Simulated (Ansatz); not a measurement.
A relaxation of the atoms of AlRh (P4mm, 2 atoms in the cell) with Ansatz (a program for electronic structure).

Computed with LDA (PW92), default PAW files made with PBE (plane waves; Ansatz).

The change in words: one atom moved by 0.15 angstrom; relax: default → atoms; relax.f_tol: default → 0.2 eV/Å. Reference geometry:
```
AlRh
1.0
    2.99221     0.00000     0.00000
    0.00000     2.99221     0.00000
    0.00000     0.00000     2.99221
Al Rh
1 1
Direct
  0.00000   0.00000   0.00000
  0.50000   0.50000   0.50000
```

Reference input (self-consistent single point, DFT, LDA (PW92), plane waves, default PAW files made with PBE): basis.ecutwfc = 420 eV; kpoints.mp_grid.grid = 11 11 11; hamiltonian.xc = lda; hamiltonian.pseudopotentials = {kind: paw} (the program's default PAW files); scf.occupations.method = gaussian; scf.occupations.width = 0.1 eV. This run's input differs from it in these lines:

```diff
@@ -7,3 +7,3 @@
   atoms:
-    - { symbol: Al, position: [0.000000, 0.000000, 0.000000] }
+    - { symbol: Al, position: [0.000000, 0.000000, 0.050130] }
     - { symbol: Rh, position: [0.500000, 0.500000, 0.500000] }
@@ -18,2 +18,4 @@
   occupations: { method: gaussian, width: 0.1 eV }
+relax:
+  f_tol: 0.2
 output:
```

Log, with long lists cut:

```
   [... SCF lines of the steps left out ...]
relax step   1: F+E_penalty+E_count = -6793.65711657 eV  Δ(F+E_penalty+E_count) = +0.000e0 eV  max|allowed force component| = 8.257e-1 eV/Å  Δτ_max = 0.0000 Å  (6 SCF iters, dr2 threshold 1.00e-4 eV, accepted)
relax step   2: F+E_penalty+E_count = -6793.69970810 eV  Δ(F+E_penalty+E_count) = -4.259e-2 eV  max|allowed force component| = 4.574e-1 eV/Å  Δτ_max = 0.0332 Å  (6 SCF iters, dr2 threshold 4.26e-5 eV, accepted)
relax step   3: F+E_penalty+E_count = -6793.71879421 eV  Δ(F+E_penalty+E_count) = -1.909e-2 eV  max|allowed force component| = 2.988e-3 eV/Å  Δτ_max = 0.0415 Å  (6 SCF iters, accepted)
the relaxation is at rest under the 8 symmetry operations that the run kept from its start: a minimum is not shown …
Free energy (F): -6793.718794 eV
Internal energy: -6793.715663 eV  (E = F + TS)
E sigma→0 (E₀):  -6793.717229 eV
Entropy (-TS):   -0.003131 eV (-1.565 meV/atom)
Fermi energy:    16.577755 eV
--- Forces (eV/Å), atoms counted from 1 ---
  atom   1  Al     0.00000000     0.00000000    -0.00299812
  atom   2  Rh    -0.00000000     0.00000000     0.00297818
--- Stress (GPa, compression-positive) ---
       -8.883863       0.000000       0.000000
        0.000000      -8.883863       0.000000
        0.000000       0.000000      -8.883899
  P = ⅓ Tr σ = -8.8839 GPa (-88.839 kbar)
  The stress holds the Pulay correction. Without it, at fixed plane waves, as pw.x and ABINIT print it: P = -8.9569 GPa
--- Relaxed structure (3 steps of the walk, 3 accepted, 0 SCFs on fresh bases) ---
  F+E_penalty+E_count = -6793.71879421 eV   max|allowed force component| = 2.988e-3 eV/Å
  atoms:
    - { symbol: Al, position: [1.6091215818184002e-35, 0.0, 0.025156596425296506] }
    - { symbol: Rh, position: [0.5, 0.5, 0.5249734035747035] }
```

The run converged.  The full log also holds: “iter 4 did not close the SCF: its close was put off for the readings that it lacked (scf_convergence_deferred on its scf_iter line)”.

Summary of the result:
| Property | Result |
|---|---|
| Free energy E − TS (on the zero of these files) | -6793.7188 eV |
| Fermi level (on the code's own zero) | 16.58 eV |
| Pressure | -8.88 GPa |
| Largest force (vector length) | 0.003 eV/Å |
| Relaxation steps | 3 |

The starting cell comes from a database of computed structures (which also holds hypothetical and non-ambient phases and stackings), without a prior relaxation at this level. Its lattice was rescaled by up to half a per cent. For this run, on top of that: one atom moved by 0.15 angstrom. Spin polarisation is off. The relaxation keeps the symmetry of its start, so its end need not be a minimum. Ansatz's pressure includes its estimate of the finite-basis (Pulay) stress.

Keys are those of Ansatz 0.2.
